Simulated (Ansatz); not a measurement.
Base system: Hf in the hcp (Mg type) structure (space group P6_3/mmc, No. 194; a = 3.159 Å, c = 5.000 Å). Axes: x lies along a and z along c of the hexagonal cell.

Level of theory: plane-wave PAW DFT at the PBEsol level (Ansatz, an electronic-structure program, 420 eV), no spin-orbit coupling.

Base values:

- Pressure = 0.0 GPa
- Volume per atom = 21.61 Å³
- Band gap = zero

Modification: tensile biaxial strain of 0.93 % in the plane normal to [001], as in epitaxy on a mismatched substrate; the out-of-plane cell vector and the atoms relax.

Question: What does the calculation give for the pressure, volume per atom and band gap after the change?

Answer: The pressure (mean of the normal stresses, compression positive) goes from zero to -1.3 GPa; the volume per atom rises by 0.26 Å³ to 21.87 Å³; the band gap is still zero.

Without a gap, meshes like the base's 17×17×9 leave anisotropic stresses uncertain by several tenths of a GPa, and small strain energies with them. Stability against distortions was not tested. All final runs are without spin polarisation.
